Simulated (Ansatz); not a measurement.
## ZnO (model structure, started from the BN type, Pm-3n, No. 223, 12 atoms in the cell): smallest direct gap on the k points sampled by level of theory

No measured value is used here.

```
level (code)     value (eV)
---------------  ----------
LDA (Ansatz)           0.99
PBEsol (Ansatz)        1.02
r²SCAN (Ansatz)        1.38
HSE06 (Ansatz)          [?]
```

Problem. What belongs in the gaps?

Solution. 
- HSE06 (Ansatz, a quantum-chemistry and plane-wave program), value (eV): 2.70

Computed values are for a static lattice.  Values are at the PBEsol cell. Cutoffs and k meshes differ between the levels. Ansatz's density-functional and Hartree–Fock values are scalar-relativistic unless marked +SOC, with PAW data made under PBE.

A model structure was made by putting elements into a prototype or built by hand; it is no filed structure, need not be a known phase, and can be a saddle point held by its symmetry.
